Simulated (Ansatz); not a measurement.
A constructed model of the (100) surface of germanium, top plane replaced by In dimers, 2x1 (bottom of the slab: dihydride, held)

The numbers are results of PBE (plane waves to 420 eV, PAW; Ansatz, a program for electronic structure), not measurements.

Slab: 20 atoms, 11.6 Å thick at the start with caps and adatoms (thin: gaps and levels are the slab's own); k 4x7x1, smearing 0.025 eV, dipole-corrected; 8 atoms held, the rest relaxed; start symmetry kept, larger cells not searched; no spin (no spin-polarised run to compare, though such a face may carry moments), no spin-orbit, no U. The slab shows no gap on its mesh. It is one candidate, not shown to be the stable structure of the face.

```
Item                                                    Value
-----------------------------  ------------------------------
work function of the top face                         3.70 eV
energy released by relaxation                         0.42 eV
cost                           around 27 core-minutes (rough)
```
